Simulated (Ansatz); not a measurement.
Base system: BaBrF in the PbFCl type structure (space group P4/nmm, No. 129; a = 4.409 Å, c = 7.289 Å; a model cell). Axes: x, y, z lie along a, b, c of the conventional cell.

Calculations: Kohn–Sham DFT with the PBEsol-D3(BJ) functional, run in Ansatz (an electronic-structure program) with PAW and 420 eV plane waves, no spin-orbit coupling.

Before the change:

- Valley order = Γ 4.59 eV; X (0, 1/2, 0) 5.87 eV
- Pressure = 0.00 GPa
- Valence-band top at Γ = 0.00, 0.00, -0.05 eV

Perturbation: strain tensor (xx, yy, zz, yz, xz, xy) = (−2.06, +0.17, −0.10, +0.20, +0.47, −2.35) %; the atoms relax in the strained cell.

### Question
Estimate the effect on the largest internal atomic displacement, valley order, pressure and valence-band top at Γ.

### Answer
The largest internal atomic displacement amounts to 0.016 Å; the valley order (the lowest conduction-band minima on the path, energy above the VBM, named in the base's zone) goes from Γ 4.59 eV; X (0, 1/2, 0) 5.87 eV to Γ 4.46 eV; X (1/2, 0, 0) 5.75 eV; X (0, 1/2, 0) 5.83 eV; the pressure (mean of the normal stresses, compression positive) goes from zero to 1.18 GPa; the valence-band top at Γ (three highest levels, from the VBM) becomes 0.00, -0.14, -0.15 eV (base: 0.00, 0.00, -0.05 eV).

The levels and masses belong to the bands next to the band gap. Stability against distortions was not tested.
